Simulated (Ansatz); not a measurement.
**The (115) surface of germanium, 2 pairs of surface atoms bonded, H on 5 of 6 dangling bonds, none on a paired Ge at depth 0.0 Å (bottom of the slab: built like the top, H on every dangling bond, free)**

Method: PBE (plane waves to 420 eV, PAW; Ansatz, a quantum-chemistry and plane-wave program).

Slab: 51 atoms, 13.8 Å thick at the start with caps and adatoms (thin: gaps and levels are the slab's own); k 4x3x1, smearing 0.025 eV, dipole-corrected; 8 atoms held, the rest relaxed; no symmetry held; spin-polarised, ending with about 1.0 μB a cell; orders that need a larger cell were not tried, no spin-orbit, no U. In PBE it lies 0.01 eV a 1x1 cell over the lowest computed structure of the same composition (2 pairs of surface atoms bonded, H on 5 of 6 dangling bonds, none on a one-bond Ge at depth 0.8 Å).

| Quantity | Value |
|---|---|
| gap of the slab on its k-mesh | 0.27 eV |
| highest filled level below the top vacuum level | 4.76 eV |
| energy released by relaxation | 1.36 eV |
| magnetic moment of the cell | 1.00 μB |
| cost | roughly 2.4 core-hours |
